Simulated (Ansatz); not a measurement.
HfS2: uniaxial strain ε_zz = +2.50 %

Consider HfS2 in the CdI2 type structure (space group P-3m1, No. 164; a = 3.606 Å, c = 5.768 Å; layered, stacked along the Cartesian z axis). Axes: x lies along a and z along c of the hexagonal cell.

Perturbation: the cell is stretched by 2.50 % along z with no lateral relaxation, atoms relaxed at fixed cell.

Calculations: Kohn–Sham DFT with the PBE-D3(BJ) functional, run in Ansatz (a first-principles code) with PAW and 420 eV plane waves, no spin-orbit coupling. Γ-centred 11×11×6 mesh, Fermi–Dirac width 0.05 eV.

Space group: P-3m1 (No. 164) (base P-3m1 (No. 164))
Shortest interatomic distance: 2.543 Å (base 2.541 Å)
Energy relative to the base (free energy F): +1.6 meV/atom
Pressure (mean of the normal stresses, compression positive): -3.9 kbar (base 0.0 kbar)
Band gap: 0.98 eV (an upper bound: an edge found on the path is not a true extremum; the changed cell) (base 0.85 eV)
Largest internal atomic displacement: 0.032 Å
Stress (xx, yy, zz, yz, xz, xy; compression positive): (-0.14, -0.14, -0.87, 0.00, 0.00, 0.00) GPa

Cost of the whole job for the changed cell (relaxation, final SCF and bands): roughly 40 core-seconds.

Spin-orbit coupling, missing from the scalar runs, can matter with Hf. Whether these cells are dynamically stable was not tested.
